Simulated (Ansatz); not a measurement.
The starting structures come from a database of crystals and need not be the phases stable at ambient conditions.

Consider the following.

```xyz
2
Lattice="4.5488 0.0000 0.0000 -2.2744 3.9394 0.0000 2.2744 -1.3131 3.7899" Properties=species:S:1:pos:R:3 pbc="T T T"
Cd     0.0000     0.0000     0.0000
Te     0.0000     2.6262     0.9475
```

The cell is strained (lengths across the current scaled by 0.98, ions clamped); by r2SCAN it stands under a pressure of 1.7 GPa.

Transport runs along the normal of the first two printed cell vectors, the (111) (indices of the unstrained crystal) plane of the conventional cell.

No gap correction and no spin-orbit coupling; mid-gap is the computed energy nearest the middle.

### Question
Predict the band gap and the smallest decay constant κ at mid-gap from r2SCAN in Ansatz (a quantum-chemistry and plane-wave program).

### Answer
Gap 1.26 eV on a 8×8×8 mesh; κ = 0.086 1/Å, at the zone centre.
